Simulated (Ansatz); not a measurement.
Functionals compared on CH3 on the 1x1 (110) surface of bcc W, one in a 2x2 cell, started at the site 'top W', in Ansatz (plane waves, PAW). The structure was relaxed with PBE; the other rows are single points on it, each with its references at the same level. Cutoff 420 eV (500 eV for r2SCAN).

Slab: 20 atoms, 6.6 Å thick at the start under the adsorbate (thin: gaps and levels are the slab's own); k 6x6x1, smearing 0.1 eV, dipole-corrected; 8 atoms held, the rest relaxed; no symmetry held; spin-polarised, no spin-orbit, no U, no dispersion correction. The starting moment vanished. At the end it is bonded to 3 W. In PBE it is, or lies within 0.03 eV of, the lowest of the starts that converged. These notes are the PBE run's. r2SCAN: The program's check for a lower electronic state was not made. Adsorption energies are against CH4(g) − ½ H2(g). A negative adsorption energy means that the adsorbate is more stable on the surface than in its reference.

```csv
functional,adsorption energy (eV),work function of the top face (eV),change of the work function (eV),magnetic moment of the cell (μB),rough cost of the single point
PBE,-0.01,3.70,-1.12,0.00,–
RPBE,0.29,3.59,-1.09,0.00,roughly 8 core-minutes
r2SCAN,-0.18,3.71,-1.18,0.00,roughly 18 core-minutes
```

Ansatz is a first-principles code.
